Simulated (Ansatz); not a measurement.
The reference is SrO in the rock salt structure (space group Fm-3m, No. 225; a = 5.160 Å). Axes: x, y, z lie along the cube axes.

Computed with r2SCAN in Ansatz (plane waves to 500 eV, PAW, scalar-relativistic without spin-orbit coupling).

Before the change:

* **Band gap**: 3.80 eV

Modification: a free-standing slab of 7 layers (14 atoms, 2 a layer) is cut normal to the z axis, with 15 Å of vacuum and the in-plane cell held at bulk.

How does this affect the change of the spacing d23 from its bulk value of 2.580 Å, change of the spacing d12 from its bulk value of 2.580 Å and band gap?

The change of the spacing d23 from its bulk value of 2.580 Å amounts to +0.7 %; the change of the spacing d12 from its bulk value of 2.580 Å is -2.9 %; the band gap decreases by 0.83 eV to 2.97 eV.

Stability against distortions was not tested.

Ansatz is a first-principles code.
